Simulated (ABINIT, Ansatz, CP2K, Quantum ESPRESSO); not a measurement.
Code comparison for La3TlC (Pm-3m, 5 atoms in the cell)

Self-consistent single point.

```
CELL_PARAMETERS angstrom
      5.32515     0.00000     0.00000
      0.00000     5.32515     0.00000
      0.00000     0.00000     5.32515
ATOMIC_POSITIONS crystal
  La 0.50000 0.00000 0.50000
  La 0.00000 0.50000 0.50000
  La 0.50000 0.50000 0.00000
  Tl 0.00000 0.00000 0.00000
  C  0.50000 0.50000 0.50000
```

All programs got the same cell, k-point mesh and kind of occupations (in Ansatz's words: kpoints.mp_grid.grid = 5 5 5; scf.occupations.method = gaussian; scf.occupations.width = 0.272 eV); potentials, basis and cutoffs are each program's usual ones.

```json
[
 {"code": "Quantum ESPRESSO", "model": "LDA (PZ), GBRV 1.5 ultrasoft (LDA) pseudopotentials", "pressure (GPa)": "-6.53", "k-points": "10", "cutoff": "40 Ry"},
 {"code": "Ansatz", "model": "LDA (PW92), PAW files made with PBE", "pressure (GPa)": "-6.31", "k-points": "10", "cutoff": "default"},
 {"code": "CP2K", "model": "LDA (Pade form), GPW, DZVP-MOLOPT-SR-GTH basis, GTH-PADE potentials (GTH_POTENTIALS)", "pressure (GPa)": "-5.44", "k-points": "63", "cutoff": "grid 500 Ry"},
 {"code": "ABINIT", "model": "LDA (PW92), PAW (JTH v2.0 LDA PAW)", "pressure (GPa)": "-6.27", "k-points": "10", "cutoff": "52 Ry"}
]
```

The spread over the programs that give each value: pressure within 1.09 GPa.

The starting cell comes from a database of computed structures (which also holds hypothetical and non-ambient phases and stackings), without a prior relaxation at this level. Its lattice was rescaled by a random factor within 2.5 % of one. On Ansatz's run: Spin-orbit coupling is off. In the base run, with a pressure of about -6 GPa the cell is away from its equilibrium volume at this level.

Q: Why do the programs differ, and what cannot be compared?

A: Differences of this kind can come from the potentials, where these differ, and from what each basis and cutoff leave unconverged. The zero of total energies and Fermi levels follows the potentials and each program's conventions, so they are not compared here. CP2K uses small atom-centred bases, whose incompleteness enters pressures, forces and empty levels differently from a plane-wave cutoff. Ansatz's pressure is given at a fixed set of plane waves, as the other plane-wave codes print theirs; with its correction for the finite basis it is -6.28 GPa. The same LDA comes in different parametrisations, which differ slightly. The programs reduce the same mesh by symmetry to different extents, which changes the work and not the result.

Left out of this page: GPAW, Elk and FLEUR (not drawn, or without a comparable value).

Ansatz is a quantum-chemistry and plane-wave program.

Keys are those of Ansatz 0.2.
